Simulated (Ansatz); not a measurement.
Base system: Pt in the fcc (Cu type) structure (space group Fm-3m, No. 225; a = 3.920 Å; relaxed with 0.1 eV smearing).

All numbers come from PBEsol in Ansatz (plane waves to 420 eV, PAW, spin-orbit coupling left out).

For the base:

```
Property    Value
--------  -------
Pressure  0.0 GPa
```

Perturbation: the cell is scaled by 1.0100 in all directions; the atoms relax in the strained cell.

### Question
Predict the new pressure.

### Answer
The pressure goes from zero to -7.9 GPa.

### Question
What happens to the energy relative to the base?

### Answer
The energy increases by 12 meV/atom.

Stability against distortions was not tested. All final runs are without spin polarisation. Pt lies near a magnetic instability that expansion can trigger; it was not tested.

Ansatz is a program for electronic structure.
